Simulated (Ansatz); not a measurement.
Start from AlRu in the CsCl type structure (space group Pm-3m, No. 221; a = 2.977 Å; relaxed with 0.1 eV smearing). Axes: x, y, z lie along the cube axes.

Calculations: PBEsol in Ansatz (plane waves to 420 eV, PAW, no spin-orbit coupling).

It is then changed as follows: uniaxial strain ε_zz = −2.00 %, all other strain components held at zero, atoms relaxed at fixed cell.

Problem. What does the calculation give for the energy relative to the base and stress after the change?

Solution. The energy goes up by 5.8 meV/atom; the stress (xx, yy, zz, yz, xz, xy; compression positive) amounts to (3.4, 3.4, 7.3, 0.0, 0.0, 0.0) GPa.

Stability against distortions was not tested. The final runs are not spin-polarised.

Ansatz is a first-principles code.
